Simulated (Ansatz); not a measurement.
Density of states of AlInSb2 (P-4m2, 4 atoms in the cell).

```yaml
crystal:
  lattice:
    - [4.50617, 0.00000, 0.00000]
    - [0.00000, 4.50617, 0.00000]
    - [0.00000, 0.00000, 6.34882]
  atoms:
    - { symbol: Al, position: [0.00000, 0.00000, 0.00000] }
    - { symbol: In, position: [0.50000, 0.50000, 0.50000] }
    - { symbol: Sb, position: [0.00000, 0.50000, 0.23337] }
    - { symbol: Sb, position: [0.50000, 0.00000, 0.76663] }
```

Method: PBEsol, default PAW files made with PBE (plane waves; Ansatz, a quantum-chemistry and plane-wave program).

SCF settings: basis.ecutwfc = 30.9 Ry; kpoints.mp_grid.grid = 7 7 5; hamiltonian.xc = pbesol; hamiltonian.pseudopotentials = {kind: paw} (the program's default PAW files); scf.occupations.method = gaussian; scf.occupations.width = 0.0007 Ry. Keys of the DOS step: output.dos.nscf_kmesh.grid = 11 11 8.

The starting cell comes from a database of computed structures (which also holds hypothetical and non-ambient phases and stackings), without a prior relaxation at this level. Spin-orbit coupling is off.

Total DOS (both spins), as means of the tabulated values in each energy bin; the zero is the program's Fermi level or highest filled level, and the curve is cut to this window:

(E (eV), states/eV/cell): (-7.88, 0.00); (-7.62, 0.00); (-7.38, 0.00); (-7.12, 0.00); (-6.88, 0.00); (-6.62, 0.00); (-6.38, 0.00); (-6.12, 0.00); (-5.88, 0.29); (-5.62, 4.93); (-5.38, 3.02); (-5.12, 1.73); (-4.88, 1.29); (-4.62, 1.04); (-4.38, 0.76); (-4.12, 0.60); (-3.88, 0.51); (-3.62, 0.46); (-3.38, 0.97); (-3.12, 3.28); (-2.88, 2.71); (-2.62, 3.27); (-2.38, 3.56); (-2.12, 4.05); (-1.88, 3.55); (-1.62, 2.97); (-1.38, 3.00); (-1.12, 2.59); (-0.88, 2.06); (-0.62, 0.97); (-0.38, 0.35); (-0.12, 0.01); (0.12, 0.00); (0.38, 0.00); (0.62, 0.05); (0.88, 0.42); (1.12, 1.31); (1.38, 2.62)

The gap on the SCF mesh is 0.39 eV.

Keys are those of Ansatz 0.2.
